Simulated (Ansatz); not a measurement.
Tunnelling through a barrier is set by its complex band structure: the current falls as exp(−2κd) with the smallest κ.

Given:

```yaml
crystal:
  lattice:
    - [4.14453, 0.00000, 0.00000]
    - [2.07227, 9.55271, 0.04661]
    - [2.07227, 0.43215, 3.56316]
  atoms:
    - { symbol: Bi, position: [0.40090, 0.79730, 0.40090] }
    - { symbol: Bi, position: [0.59910, 0.20270, 0.59910] }
    - { symbol: Se, position: [0.00000, 0.00000, 0.00000] }
    - { symbol: Se, position: [0.21046, 0.36861, 0.21046] }
    - { symbol: Se, position: [0.78954, 0.63139, 0.78954] }
```

Space group of this cell: R-3m. The cell was relaxed by PBE-D3(BJ); by r2SCAN its mean pressure is 1.3 GPa.

Transport runs along the normal of the first two printed cell vectors, the (101) plane of the conventional cell.

The gap is the functional's own. No spin-orbit coupling. Mid-gap values are interpolated on the energy grid.

### Question
Estimate the band gap and the smallest decay constant κ at mid-gap that r2SCAN (Ansatz, a program for electronic structure) returns for this system.

### Answer
Gap 0.42 eV on a 8×8×8 mesh; κ = 0.069 1/Å, at the zone centre.
